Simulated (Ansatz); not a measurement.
Abridged Ansatz (a program for electronic structure) output:

```
Relaxation: its limit of steps is 50 (relax.max_steps)
Pseudopotential: Sc, paw, valence charge 11
Crystal: 2 atoms, lattice volume = 50.184 Å³
Basis set: ecut = 420 eV, 977 PW (Γ), exchange–correlation on 48×48×72 points (8 copies of the dense FFT grid, shifted against one another)
Bands: 15, of which v1, the nominal top of the filled ones, is band 11 counted from 1 (10 counted from 0)
Symmetry: 24 space group operations
k-points: 264 of 4400
Functional: x = pbe(κ = 0.804, μ = 0.2195149727645171), c = pbe(β = 0.06672455060314922)
SCF iter   1: F=—  HF=-4271.680464 eV  |F-HF|=—  |Δ(HF+E_count)|=         —  Δρ=1.80e-3  dr2=1.47e-3  ethr=1.77e-3  ⟨swp⟩=3.1  Hψ=16229  notcnv=0
SCF iter   2: F=—  HF=-4271.679840 eV  |F-HF|=—  |Δ(HF+E_count)|=   6.24e-4  Δρ=1.11e-3  dr2=6.45e-4  ethr=6.70e-6  ⟨swp⟩=1.2  Hψ=6525  notcnv=0
SCF 1 converged in 6 iterations: F = -4271.679845 eV  dr2 = 1.75e-10
relax step   1: F+E_penalty+E_count = -4271.67984519 eV  Δ(F+E_penalty+E_count) = +0.000e0 eV  max|allowed force component| = 4.626e-17 eV/Å  Δτ_max = 0.0000 Å  P = -0.800 GPa  Ω = 50.184 Å³  fix = [a, b, gamma]  reactions: a -1.168, b -1.168 GPa  (6 SCF iters, dr2 threshold 1.00e-7 eV, accepted)
Crystal: 2 atoms, lattice volume = 50.153 Å³
SCF iter   1: F=—  HF=-4271.679898 eV  |F-HF|=—  |Δ(HF+E_count)|=         —  Δρ=1.67e-5  dr2=8.34e-8  ethr=3.23e-10  ⟨swp⟩=3.2  Hψ=29556  notcnv=0
SCF iter   2: F=—  HF=-4271.679856 eV  |F-HF|=—  |Δ(HF+E_count)|=   4.18e-5  Δρ=8.26e-6  dr2=1.83e-8  ethr=3.23e-10  ⟨swp⟩=2.0  Hψ=6541  notcnv=0
SCF 2 converged in 7 iterations: F = -4271.679856 eV  dr2 = 1.66e-16
relax step   2: F+E_penalty+E_count = -4271.67985614 eV  Δ(F+E_penalty+E_count) = -1.095e-5 eV  max|allowed force component| = 1.156e-17 eV/Å  Δτ_max = 0.0000 Å  P = -0.769 GPa  Ω = 50.153 Å³  energy of the carried Pulay correction = +4.430e-6 eV  fix = [a, b, gamma]  reactions: a -1.152, b -1.152 GPa  (7 SCF iters, dr2 threshold 1.01e-8 eV, accepted)
Crystal: 2 atoms, lattice volume = 50.153 Å³
SCF iter   1: F=—  HF=-4271.679894 eV  |F-HF|=—  |Δ(HF+E_count)|=         —  Δρ=9.15e-7  dr2=5.38e-11  ethr=8.70e-10  ⟨swp⟩=3.0  Hψ=27955  notcnv=0
SCF iter   2: F=—  HF=-4271.679852 eV  |F-HF|=—  |Δ(HF+E_count)|=   4.19e-5  Δρ=6.64e-7  dr2=2.94e-11  ethr=2.45e-13 (applied; sched 1.00e-12)  ⟨swp⟩=3.3  Hψ=9320  notcnv=0
SCF 3 converged in 8 iterations: F = -4271.679852 eV  dr2 = 1.22e-18
SCF converged after 8 iterations
Free energy (F): -4271.679852 eV
Internal energy: -4271.554859 eV  (E = F + TS)
E sigma→0 (E₀):  -4271.617355 eV
Entropy (-TS):   -0.124992 eV (-62.496 meV/atom)
Fermi energy:    9.056119 eV
--- Forces (eV/Å), atoms counted from 1 ---
  atom   1  Sc    -0.00000000     0.00000000     0.00000000
  atom   2  Sc     0.00000000    -0.00000000     0.00000000
--- Stress (GPa, compression-positive) ---
       -1.151987       0.000000       0.000000
        0.000000      -1.151987       0.000000
        0.000000       0.000000      -0.003467
  P = ⅓ Tr σ = -0.7691 GPa (-7.691 kbar)
--- Relaxed structure (2 steps of the walk, 2 accepted, 1 SCFs on fresh bases) ---
  cell:  # Å, volume = 50.1531 Å³
    - [3.3511232408816176, 2.8867594983004673e-11, 0.0]
    - [1.6755616204158088, 2.9021578578303533, 0.0]
    - [0.0, 0.0, 5.156868786020772]
  atoms:
    - { symbol: Sc, position: [0.6666666666666665, 0.6666666666666666, 0.75] }
    - { symbol: Sc, position: [0.33333333333333326, 0.3333333333333333, 0.25] }
```

### Question
What was computed, and what are the main results?

### Answer
Sc, 2 atoms in the cell, with PBE (Ansatz), spin-orbit coupling left out. The last SCF converged to F = -4271.679852 eV, or -2135.8399 eV per atom, at a pressure of -0.77 GPa. The total energy compares only with runs of the same code, potentials and settings.

The cells carry an imposed strain or load. Stability against distortions was not tested. All final runs are without spin polarisation. The cell was made from Sc in the hcp (Mg type) structure (space group P6_3/mmc, No. 194) by this change: biaxial strain +1.00 %, plane normal [001], relaxed out of plane.

Keys are those of Ansatz 0.2.
